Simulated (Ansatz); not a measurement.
Results of r²SCAN (PAW; Ansatz, a quantum-chemistry and plane-wave program) for cubic perovskite CsPbBr3 (cubic high-temperature phase).

Run with plane-wave cutoff 560 eV, 6×6×6 k mesh, Fermi–Dirac smearing 0.01 eV, scalar-relativistic PAW data made under PBE.

Cell (measured lattice):

```xyz
5
Lattice="5.8740 0.0000 0.0000 0.0000 5.8740 0.0000 0.0000 0.0000 5.8740" Properties=species:S:1:pos:R:3 pbc="T T T"
Cs     0.0000     0.0000     0.0000
Pb     2.9370     2.9370     2.9370
Br     2.9370     0.0000     2.9370
Br     0.0000     2.9370     2.9370
Br     2.9370     2.9370     0.0000
```

Question: Predict the band gap and Γ–Γ gap.

Answer: 
band gap: 1.90 eV
Γ–Γ gap: 5.70 eV

Note: held by symmetry at 0 K, a high-temperature phase can be a saddle point; cell and atoms aren't relaxed at this level (pressure 0.7 GPa).

Spin–orbit coupling is not included; with these elements it can move the gap by several tenths of an eV or more.

The computed numbers hold no vibrational or temperature effects.

Computing time: very roughly 40 core-seconds.
